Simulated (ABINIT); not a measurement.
Band structure of CsBr (Pm-3m, 2 atoms in the cell).

```
CsBr
1.0
    4.33816     0.00000     0.00000
    0.00000     4.33816     0.00000
    0.00000     0.00000     4.33816
Cs Br
1 1
Direct
  0.00000   0.00000   0.00000
  0.50000   0.50000   0.50000
```

Method: PBE, PAW (JTH v2.0 PBE PAW) (plane waves; ABINIT).

Settings: pseudos = [Cs.GGA_PBE-JTH.xml, Br.GGA_PBE-JTH.xml]; ecut = 21 Ha; pawecutdg = 42 Ha; pawxcdev = 0; ixc = 11; occopt = 1; ngkpt = 6 6 6; nshiftk = 1; shiftk = 0 0 0; potentials = JTH v2.0 PBE PAW; kptopt = 1; nstep = 60; tolvrs1 = 1e-12.

The starting cell comes from a database of computed structures (which also holds hypothetical and non-ambient phases and stackings), without a prior relaxation at this level. Its lattice was rescaled by a random factor within 2.5 % of one.

**Question.** Predict the gap along the standard path and the places of the band edges.

**Answer.** The gap along the path is 4.37 eV, from M to Γ; the smallest direct gap on it is 4.38 eV.

Levels in eV from the top of the valence band on the SCF mesh, bands 5 to 12:
```json
[
 {"point": "Γ", "5": "-6.44", "6": "-0.01", "7": "-0.01", "8": "-0.01", "9": "4.37", "10": "4.94", "11": "4.94", "12": "9.01"},
 {"point": "X", "5": "-6.35", "6": "-1.26", "7": "-0.19", "8": "-0.19", "9": "5.91", "10": "7.13", "11": "7.56", "12": "8.33"},
 {"point": "M", "5": "-6.29", "6": "-0.57", "7": "-0.57", "8": "0.00", "9": "5.24", "10": "5.47", "11": "7.19", "12": "7.19"},
 {"point": "R", "5": "-6.81", "6": "-1.10", "7": "-1.10", "8": "-1.10", "9": "8.15", "10": "8.15", "11": "8.15", "12": "9.00"}
]
```
